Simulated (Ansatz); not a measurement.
The reference is CuCl in the wurtzite structure (space group P6_3mc, No. 186; a = 3.716 Å, c = 6.184 Å).

Levels (all Ansatz, an electronic-structure program, PAW): PBEsol (420 eV, no SOC); HSE06 (420 eV, no spin-orbit coupling).

The geometry is relaxed with PBEsol.

| Property | Result |
|---|---|
| PBEsol band gap | 0.60 eV |

With HSE06 at the same geometry, the band gap rises by 1.91 eV (0.60 eV → 2.51 eV).

Single points use the geometry relaxed with PBEsol. Stability against distortions was not tested. No Hubbard U is applied. The final runs are not spin-polarised. This is not the structure that CuCl has at room temperature and ambient pressure.
